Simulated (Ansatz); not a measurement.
Start from MgTe in the wurtzite structure (space group P6_3mc, No. 186).

Space group P6₃mc (No. 186); a = b = 4.6085 Å, c = 7.5007 Å, α = β = 90.00°, γ = 120.00°

```
atom  site  symmetry       x       y       z
----  ----  --------  ------  ------  ------
Mg      2b       3m.  0.6667  0.3333  0.0008
Te      2b       3m.  0.3333  0.6667  0.1244
```

All numbers come from PBE in Ansatz (plane waves to 420 eV, PAW, without spin-orbit coupling).

Base values:

- Pressure = 0.00 GPa

It is then changed as follows: every lattice vector is stretched by 1.34 %; the atoms relax in the strained cell.

Task: Predict the new pressure and energy relative to the base.

Result: The pressure (mean of the normal stresses, compression positive) goes from zero to -1.25 GPa; the energy rises by 5.7 meV/atom.

No phonon test of stability was made.

Ansatz is an electronic-structure program.
